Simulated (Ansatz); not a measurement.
MoPd (model structure, Fm-3m, No. 225, 2 atoms in the cell), treated with LDA (Ansatz, a program for electronic structure, PAW).

Settings: plane-wave cutoff 520 eV, 20×20×20 k mesh, Fermi–Dirac smearing 0.05 eV, no spin polarisation, scalar-relativistic PAW data made under PBE.

Cell (relaxed at this level):

Space group Fm-3m (No. 225); a = b = c = 5.107 Å, α = β = γ = 90.00°

```
atom  site  symmetry       x       y       z
----  ----  --------  ------  ------  ------
Pd      4a      m-3m  0.0000  0.0000  0.0000
Mo      4b      m-3m  0.5000  0.5000  0.5000
```
(The calculation used a cell of 2 atoms; values per cell refer to that cell.)

### Question
What does this level give for the bulk modulus B0?

### Answer

- bulk modulus B0: 206 GPa

Note: the run has no spin polarisation, so it can have missed a magnetic state; the bulk modulus is −V dP/dV from two relaxed cells at ±2 % in volume; the relaxation could raise the start's symmetry but not lower it, so the cell can be a saddle point.

A model structure was made by putting elements into a prototype or built by hand; it is no filed structure, need not be a known phase, and can be a saddle point held by its symmetry.
